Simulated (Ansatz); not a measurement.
An Ansatz (a first-principles code) run: Ga2O3 with a change (uniaxial strain ε_zz = −1.20 %); Ansatz r2SCAN, no SOC.

Input:

Ansatz 0.2 input:
```yaml
crystal:
  lattice:
    - [2.49229838, 1.4389291406, 4.4267810806]
    - [-2.49229838, 1.4389291406, 4.4267810806]
    - [0, -2.8778582812, 4.4267810806]
  atoms:
    - { symbol: Ga, position: [0.3553969325, 0.3553969325, 0.3553969325] }
    - { symbol: Ga, position: [0.1446030675, 0.1446030675, 0.1446030675] }
    - { symbol: Ga, position: [0.6446030675, 0.6446030675, 0.6446030675] }
    - { symbol: Ga, position: [0.8553969325, 0.8553969325, 0.8553969325] }
    - { symbol: O, position: [0.5536247615, 0.9463752385, 0.25] }
    - { symbol: O, position: [0.25, 0.5536247615, 0.9463752385] }
    - { symbol: O, position: [0.9463752385, 0.25, 0.5536247615] }
    - { symbol: O, position: [0.4463752385, 0.0536247615, 0.75] }
    - { symbol: O, position: [0.75, 0.4463752385, 0.0536247615] }
    - { symbol: O, position: [0.0536247615, 0.75, 0.4463752385] }
basis: { ecutwfc: 500, ecutrho_ratio: 4, xc_grid: 4, fft_grid_basis: typed }
kpoints: { mp_grid: { grid: [8, 8, 8] } }
hamiltonian:
  xc: r2scan
  dispersion: none
  pseudopotentials: { kind: paw }
scf: { occupations: { method: fermi_dirac, width: 0.05 }, convergence: { dr2_threshold: 0.000000001 } }
relax: { f_tol: 0.005, max_steps: 50 }
output: { forces: true, stress: true }
checkpoint: { write: state.ck, write_every: 1000 }
```

Output (explanatory and most iteration lines left out):

```
Relaxation: its limit of steps is 50 (relax.max_steps)
Pseudopotential: Ga, paw, valence charge 13
Pseudopotential: O, paw, valence charge 6
Crystal: 10 atoms, lattice volume = 95.253 Å³
Basis set: ecut = 500 eV, 2417 PW (Γ), exchange–correlation on 160×160×160 points (64 copies of the dense FFT grid, shifted against one another)
Bands: 54, of which v1, the nominal top of the filled ones, is band 44 counted from 1 (43 counted from 0)
Symmetry: 12 space group operations
Space group: R-3c (ITA 167), of the structure as read, at distance tolerance 4.6e-5 Å
k-points: 65 of 512
Functional: x = r2scan, c = r2scan; τ floored in thin density (d = 2e-4 eV/Å³)
SCF iter   1: F=—  HF=-18577.438142 eV  |F-HF|=—  |Δ(HF+E_count)|=         —  Δρ=1.47e-2  dr2=9.02e-2  dr2_τ=4.03e-1  ethr=1.77e-3  ⟨swp⟩=6.0  Hψ=12992  notcnv=0  defer=42
SCF iter   2: F=—  HF=-18577.647858 eV  |F-HF|=—  |Δ(HF+E_count)|=   2.10e-1  Δρ=7.56e-3  dr2=3.06e-2  dr2_τ=1.03e-3  ethr=1.02e-4  ⟨swp⟩=2.3  Hψ=7344  notcnv=0  defer=282
SCF 1 converged in 9 iterations: F = -18577.646939 eV  dr2 = 4.32e-11
relax step   1: F+E_penalty+E_count = -18577.64693863 eV  Δ(F+E_penalty+E_count) = +0.000e0 eV  max|allowed force component| = 8.175e-2 eV/Å  Δτ_max = 0.0000 Å  (9 SCF iters, accepted)
Crystal: 10 atoms, lattice volume = 95.253 Å³
SCF iter   1: F=—  HF=-18577.647524 eV  |F-HF|=—  |Δ(HF+E_count)|=         —  Δρ=1.13e-3  dr2=4.04e-4  dr2_τ=8.62e-4  ethr=4.62e-7  ⟨swp⟩=1.0  Hψ=8782  notcnv=0  defer=289
SCF iter   2: F=—  HF=-18577.647554 eV  |F-HF|=—  |Δ(HF+E_count)|=   3.05e-5  Δρ=5.50e-4  dr2=8.29e-5  dr2_τ=1.54e-6  ethr=4.59e-7  ⟨swp⟩=2.4  Hψ=5583  notcnv=0  defer=289
SCF 2 converged in 8 iterations: F = -18577.647551 eV  dr2 = 1.43e-10
relax step   2: F+E_penalty+E_count = -18577.64755148 eV  Δ(F+E_penalty+E_count) = -6.128e-4 eV  max|allowed force component| = 4.989e-2 eV/Å  Δτ_max = 0.0029 Å  (8 SCF iters, accepted)
Crystal: 10 atoms, lattice volume = 95.253 Å³
SCF iter   1: F=—  HF=-18577.647561 eV  |F-HF|=—  |Δ(HF+E_count)|=         —  Δρ=1.68e-3  dr2=1.18e-3  dr2_τ=1.54e-3  ethr=8.43e-6  ⟨swp⟩=2.0  Hψ=7844  notcnv=0  defer=286
SCF iter   2: F=—  HF=-18577.647858 eV  |F-HF|=—  |Δ(HF+E_count)|=   2.97e-4  Δρ=7.83e-4  dr2=2.11e-4  dr2_τ=5.63e-6  ethr=1.34e-6  ⟨swp⟩=2.6  Hψ=7015  notcnv=0  defer=286
SCF 3 converged in 7 iterations: F = -18577.647858 eV  dr2 = 6.35e-10
relax step   3: F+E_penalty+E_count = -18577.64785823 eV  Δ(F+E_penalty+E_count) = -3.068e-4 eV  max|allowed force component| = 2.101e-2 eV/Å  Δτ_max = 0.0044 Å  (7 SCF iters, accepted)
Crystal: 10 atoms, lattice volume = 95.253 Å³
SCF iter   1: F=—  HF=-18577.647919 eV  |F-HF|=—  |Δ(HF+E_count)|=         —  Δρ=4.05e-4  dr2=7.97e-5  dr2_τ=2.85e-4  ethr=1.33e-6  ⟨swp⟩=2.0  Hψ=7607  notcnv=0  defer=286
SCF iter   2: F=—  HF=-18577.647954 eV  |F-HF|=—  |Δ(HF+E_count)|=   3.52e-5  Δρ=1.88e-4  dr2=1.48e-5  dr2_τ=5.10e-7  ethr=9.06e-8  ⟨swp⟩=3.0  Hψ=7398  notcnv=0  defer=286
SCF 4 converged in 6 iterations: F = -18577.647955 eV  dr2 = 6.97e-10
relax step   4: F+E_penalty+E_count = -18577.64795542 eV  Δ(F+E_penalty+E_count) = -9.719e-5 eV  max|allowed force component| = 8.137e-5 eV/Å  Δτ_max = 0.0010 Å  (6 SCF iters, accepted)
Crystal: 10 atoms, lattice volume = 95.253 Å³
SCF iter   1: F=—  HF=-18577.647955 eV  |F-HF|=—  |Δ(HF+E_count)|=         —  Δρ=1.01e-6  dr2=6.96e-10  dr2_τ=2.90e-11  ethr=1.00e-12  ⟨swp⟩=2.5  Hψ=13895  notcnv=0  defer=217
SCF iter   2: F=-18577.647955 eV  HF=-18577.647955 eV  |F-HF|=1.53e-10  |Δ(HF+E_count)|=  2.51e-10  Δρ=5.64e-7  dr2=2.30e-10  dr2_τ=6.11e-12  ethr=1.00e-12  ⟨swp⟩=4.0  Hψ=10539  notcnv=0
SCF 5 converged in 2 iterations: F = -18577.647955 eV  dr2 = 2.30e-10
SCF converged after 2 iterations
Free energy (F): -18577.647955 eV
Internal energy: -18577.647955 eV  (E = F + TS)
E sigma→0 (E₀):  -18577.647955 eV
Fermi energy:    10.919867 eV
--- Forces (eV/Å), atoms counted from 1 ---
  atom   1  Ga     0.00000000    -0.00000000    -0.00008209
  atom   2  Ga     0.00000000     0.00000000     0.00008209
  atom   3  Ga    -0.00000000     0.00000000     0.00008209
  atom   4  Ga    -0.00000000     0.00000000    -0.00008209
  atom   5  O      0.00008281     0.00000000     0.00000000
  atom   6  O     -0.00004141     0.00007172     0.00000000
  atom   7  O     -0.00004141    -0.00007172     0.00000000
  atom   8  O     -0.00008281    -0.00000000    -0.00000000
  atom   9  O      0.00004141    -0.00007172    -0.00000000
  atom  10  O      0.00004141     0.00007172    -0.00000000
--- Stress (GPa, compression-positive) ---
        1.718568       0.000000       0.000000
        0.000000       1.718568      -0.000000
        0.000000      -0.000000       4.602626
  P = ⅓ Tr σ = 2.6799 GPa (26.799 kbar)
--- Relaxed structure (4 steps of the walk, 4 accepted, 0 SCFs on fresh bases) ---
  atoms:
    - { symbol: Ga, position: [0.3558710751001294, 0.3558710751001294, 0.3558710751001294] }
    - { symbol: Ga, position: [0.14412892489987053, 0.14412892489987053, 0.14412892489987053] }
    - { symbol: Ga, position: [0.6441289248998705, 0.6441289248998705, 0.6441289248998705] }
    - { symbol: Ga, position: [0.8558710751001295, 0.8558710751001295, 0.8558710751001295] }
    - { symbol: O, position: [0.5534453861459491, 0.9465546138540508, 0.2499999999999999] }
    - { symbol: O, position: [0.25, 0.553445386145949, 0.9465546138540508] }
    - { symbol: O, position: [0.9465546138540508, 0.25, 0.553445386145949] }
    - { symbol: O, position: [0.44655461385405093, 0.053445386145949125, 0.75] }
    - { symbol: O, position: [0.75, 0.44655461385405093, 0.053445386145949125] }
    - { symbol: O, position: [0.05344538614594918, 0.75, 0.4465546138540509] }
```

Whether these cells are dynamically stable was not tested. The cell was made from Ga$_{2}$O$_{3}$ in the corundum structure (space group R-3c, No. 167) by this change: uniaxial strain ε_zz = −1.20 %.
